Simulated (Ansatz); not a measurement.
The cell is built on a prototype and need not be the phase stable at ambient conditions.

The decay constant κ of evanescent states in the gap governs leakage through a thin film.

Data:

```
MgF2
1.0
    3.09375     0.00000     0.00000
    0.00000     4.41146     0.00000
    1.54688     0.00000     2.67927
Mg F
1 2
Cartesian
  0.00000   0.00000   0.00000
  1.54688   3.47021   0.89309
  3.09375   0.94125   1.78618
```

Space group of this cell: P-3m1, CdI2 type. The cell was relaxed by PBE-D3(BJ); by r2SCAN its mean pressure is -2.4 GPa.

Transport runs along the normal of the first two printed cell vectors.

No gap correction and no spin-orbit coupling; mid-gap values are interpolated between computed energies.

**Question.** Predict the band gap and the smallest decay constant κ at mid-gap from r2SCAN in Ansatz (an electronic-structure program).

**Answer.** Gap 7.68 eV on a 12×8×12 mesh; κ = 0.567 1/Å, at the zone centre.
